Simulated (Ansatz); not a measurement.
**Competing hops of interstitial O in alpha quartz, neutral cell**

Consider interstitial O in alpha quartz, neutral cell. Calculation: PBE, PAW (plane waves to 420 eV; Ansatz, a program for electronic structure).

72-site cell at the relaxed PBE lattice, the Γ point alone, smearing 0.01 eV, spin-restricted, no finite-size correction. Energies are static. The charge state is imposed; whether it is stable for some Fermi level was not computed. Sites that were not tried may lie lower.

Barriers: single points on a 2×2×2 k-point mesh shifted by half a step along c at the bands' geometries.

| Route | Start site over the lowest site run (eV) | Hop (Å) | Forward barrier (eV) | Backward barrier (eV) | Neighbours at the start | Neighbours at the saddle | Saddle order | Forward, on the band's own sampling (eV) |
|---|---|---|---|---|---|---|---|---|
| a concerted move, in which O travels most | 0.00 | 1.22 | 1.18 | 1.18 | O at 1.48; Si at 1.67 Å | 2 O at 1.95; Si at 1.62 Å | not checked, on a symmetry element | 1.18 |
| a concerted move, in which O travels most | 0.00 | 2.55 | 1.25 | 1.25 | O at 1.48; Si at 1.66 Å | 2 O at 1.85; 2 Si at 2.23 Å | not checked, on a symmetry element | 1.24 |

Paths come from CI-NEB runs. Of the routes that converged and passed our checks, the lowest saddle point lies 1.18 eV above the lowest of the sites run (a concerted move, in which O travels most); other sites, such as split forms, and other routes may lie lower. A band can be held on a symmetry element, so unchecked saddle points there may be too high. A further band (a concerted move, in which O travels most, 3.64 Å) gave 1.46 eV forward on its own sampling, 1.46 eV above the lowest site run, but a shoulder points to a second hump between its images, so it is not taken as a result.
